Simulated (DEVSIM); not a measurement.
Structure: illuminated Si n-on-p cell, one wavelength, at 350 K.

```csv
layer (left to right),material,thickness (μm),Nd (cm⁻³),Na (cm⁻³),τn (s),τp (s),absorption coefficient (cm⁻¹)
1,Si,0.0740,5.2e18,-,2.3e-6,1.1e-7,39000
2,Si,27.0,-,1e17,2.7e-6,2.7e-6,39000
```

Left contact: ohmic, minority hole recombination velocity 10000 cm/s. Right contact: ohmic, minority electron recombination velocity 20 cm/s. Voltage is applied to the left contact. Recombination: SRH at mid-gap, radiative, Auger. Light enters at the left, 2.3e17 photons cm⁻² s⁻¹, one pass, no reflection. Mobility is μmin + (μ − μmin)/(1 + (N/Nref)^α).

Constants are typed, rounded textbook-type inputs, not results; the design itself was drawn at random and stands for no fabricated device. Values at 300 K; Nc and Nv go as T^1.5, mobilities as T to minus their exponent, the gap by Varshni's rule with the affinity fixed.

| parameter | Si |
|---|---|
| gap (eV) | 1.124 |
| affinity (eV) | 4.05 |
| permittivity | 11.7 |
| Nc (cm⁻³) | 2.86e19 |
| Nv (cm⁻³) | 3.1e19 |
| μn (cm²/Vs) | 1417 |
| μp (cm²/Vs) | 470 |
| μn,min | 52 |
| μp,min | 45 |
| Nref,n | 9.7e16 |
| Nref,p | 2.2e17 |
| αn | 0.68 |
| αp | 0.72 |
| T exponent of μn | 2.3 |
| T exponent of μp | 2.2 |
| B (cm³/s) | 4.7e-15 |
| Cn (cm⁶/s) | 2.8e-31 |
| Cp (cm⁶/s) | 9.9e-32 |
| Varshni α (eV/K) | 0.000473 |
| Varshni β (K) | 636 |

Model (solved in DEVSIM): 1D drift-diffusion, Boltzmann statistics, complete ionisation; no tunnelling, impact ionisation, image-force lowering or self-heating.

The minority lifetime in layer 2 was swept, all else fixed.

```tsv
minority lifetime in layer 2 (s)	fill factor	share of generated pairs collected at short circuit	dark forward voltage at 1 A/cm² (V)	open-circuit voltage (V)
8.1e-8	0.77	0.983	0.592	0.490
2.7e-7	0.78	0.989	0.614	0.512
8.1e-7	0.79	0.992	…	…
2.7e-6	0.80	0.993	0.668	0.565
8.1e-6	0.80	0.994	0.691	0.588
2.7e-5	0.81	0.994	0.707	0.605
8.1e-5	0.81	0.994	0.713	0.612
```

### Question
What belongs in the gaps?

### Answer

- 8.1e-7, dark forward voltage at 1 A/cm² (V): 0.639
- 8.1e-7, open-circuit voltage (V): 0.536
